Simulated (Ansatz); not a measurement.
## What Sn → Ir does to hypothetical P6_3/mmc SnSe2

The parent structure is SnSe₂ in the 2H-MoS2 type structure (space group P6_3/mmc, No. 194; a = 3.833 Å, c = 11.505 Å; a hypothetical phase, not in the database extracts checked; layered, stacked along the Cartesian z axis).

Perturbation: every Sn is replaced by Ir; the structure is relaxed again.

Computed with Ansatz (a quantum-chemistry and plane-wave program), PBE-D3(BJ), PAW, cutoff 420 eV, no spin-orbit coupling, earlier PAW set. Γ-centred 15×15×4 mesh, Fermi–Dirac width 0.05 eV, for the changed cell.

```csv
quantity,base,changed,shift
volume per atom,24.40 Å³,20.06 Å³,-4.34 Å³
density,6.28 g/cm³,9.66 g/cm³,+3.386 g/cm³
lattice parameter a,3.833 Å,3.498 Å,-0.3357 Å
c/a ratio,3.001,3.248,+0.247
space group,P6_3/mmc (No. 194),P6_3/mmc (No. 194),–
shortest interatomic distance,2.814 Å,2.517 Å,-0.297 Å
band gap,zero,zero,–
```

Final structure:

```
IrSe2
1.0
    3.49753     0.00000     0.00000
   -1.74877     3.02895     0.00000
    0.00000     0.00000    11.36156
Ir Se
2 4
Direct
  0.33333   0.66667   0.25000
  0.66667   0.33333   0.75000
  0.33333   0.66667   0.61771
  0.66667   0.33333   0.11771
  0.66667   0.33333   0.38229
  0.33333   0.66667   0.88229
```

Whether these cells are dynamically stable was not tested. As relaxed here, IrSe2 is a hypothetical phase, not in the database extracts checked. All final runs are without spin polarisation. IrSe2 has a high density of states at the Fermi level and may be magnetic at this level.
